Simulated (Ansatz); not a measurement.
A (8,0) arsenic nanotube has 32 atoms in a period of 6.224 Å, a mean diameter of 9.54 Å, and lies 86 meV/atom over the flat sheet relaxed at the same level.

All values below come from PBE (plane waves to 420 eV, PAW; Ansatz, a first-principles code). Mesh 1×1×6. No spin polarisation. Isolated but for its images some 11 Å away. A hypothetical model, rolled from the flat sheet. Only distortions within the start's symmetry and period were free. Values not marked SOC lack spin–orbit coupling.

Question: Which bending rigidity of the sheet does this imply in the thin-plate picture?

Answer: A plate bent to radius R stores D/(2R²) an area. The area an atom is π × 9.54 × 6.224/32 = 5.83 Å², so the stored energy is 0.086/5.83 = 0.0148 eV/Å². With R = 4.770 Å, D = 2R² × 0.0148 = 0.67 eV.
